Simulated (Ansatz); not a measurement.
Consider CsPbBr$_{3}$ (space group R3m, No. 160; a hypothetical phase, not in the database extracts checked).

```yaml
crystal:
  lattice:
    - [4.13033, 2.38465, 3.44603]
    - [-4.13033, 2.38465, 3.44603]
    - [0.00000, -4.76930, 3.44603]
  atoms:
    - { symbol: Cs, position: [0.02218, 0.02218, 0.02218] }
    - { symbol: Pb, position: [0.48974, 0.48974, 0.48974] }
    - { symbol: Br, position: [0.47777, 0.47777, 0.98852] }
    - { symbol: Br, position: [0.98852, 0.47777, 0.47777] }
    - { symbol: Br, position: [0.47777, 0.98852, 0.47777] }
```

Cartesian axes are those of the cell as printed.

The values are results of PBEsol/PAW in Ansatz (a quantum-chemistry and plane-wave program), without spin-orbit coupling, not measurements.

Now apply this change: uniaxial strain ε_zz = +1.81 %, all other strain components held at zero; the atoms relax in the strained cell.

Task: Predict the stress tensor and what it implies for the stiffness.

Result: Stress of the strained cell less that of the base (GPa, compression positive):
```
  -0.29    0.00    0.00
   0.00   -0.29    0.00
   0.00    0.00   -0.39
```

Then −Δσ_ii/ε with ε = 0.0181 gives secant stiffness values (nonlinear terms included at this strain): C33 ≈ 21 GPa, C13 ≈ 16 GPa and C23 ≈ 16 GPa.

Whether these cells are dynamically stable was not tested.
